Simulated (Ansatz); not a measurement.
**Effect of uniaxial strain ε_zz = +0.50 % on Al**

Consider Al in the fcc (Cu type) structure (space group Fm-3m, No. 225; a = 4.015 Å; relaxed with 0.1 eV smearing). Axes: x, y, z lie along the cube axes.

The change: the cell is stretched by 0.50 % along z with no lateral relaxation, atoms relaxed at fixed cell.

Method: PBEsol, PAW, 420 eV (Ansatz, a program for electronic structure; spin-orbit coupling left out). Settings: 28×28×28 k-points, 0.1 eV Fermi–Dirac smearing.

```csv
quantity,base,changed,shift
space group,Fm-3m (No. 225),I4/mmm (No. 139),–
shortest interatomic distance,2.839 Å,2.839 Å,0.000 Å
energy relative to the base (free energy F),0 meV/atom,+0.1 meV/atom,+0.1 meV/atom
"pressure (mean of the normal stresses, compression positive)",0.0 GPa,-0.4 GPa,-0.4 GPa
band gap,zero,zero,–
"stress (xx, yy, zz, yz, xz, xy; compression positive)",–,"(-0.3, -0.3, -0.6, 0.0, 0.0, 0.0) GPa",–
```

Final structure:

```
CELL_PARAMETERS angstrom
      0.00000     2.00773     2.01777
      2.00773     0.00000     2.01777
      2.00773     2.00773     0.00000
ATOMIC_POSITIONS crystal
  Al 0.00000 0.00000 0.00000
```

Cost of the whole job for the changed cell (relaxation, final SCF and bands): around 30 core-seconds (rough).

No phonon test of stability was made.
